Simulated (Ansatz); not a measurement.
## PBE-D3(BJ) against PBEsol-D3(BJ): Sb

The parent structure is Sb in the A7 type structure (space group R-3m, No. 166; a = 4.322 Å, c = 11.039 Å (hexagonal axes)).

(Cell as relaxed with PBE-D3(BJ).)

Levels (all Ansatz, an electronic-structure program, PAW, earlier PAW set): PBE-D3(BJ) (420 eV, spin-orbit coupling left out); PBEsol-D3(BJ) (420 eV, no spin-orbit coupling).

Each level relaxes its own structure.

```
quantity             PBE-D3(BJ)  PBEsol-D3(BJ)
-------------------  ----------  -------------
volume per atom        29.76 Å³       28.19 Å³
lattice parameter a     4.322 Å        4.269 Å
lattice parameter c    11.039 Å       10.717 Å
band gap                   zero           zero
```

PBE-D3(BJ)'s volume per atom lies 1.57 Å³ above PBEsol-D3(BJ)'s (5.6 %); PBE-D3(BJ)'s lattice parameter a lies 0.053 Å above PBEsol-D3(BJ)'s (1.2 %); PBE-D3(BJ)'s lattice parameter c lies 0.322 Å above PBEsol-D3(BJ)'s (3.0 %); the two agree on the band gap. Neither level is exact; PBEsol-D3(BJ) is the comparison here, not a measurement.

With Sb present, leaving out spin-orbit coupling can change the band edges. Whether these cells are dynamically stable was not tested.
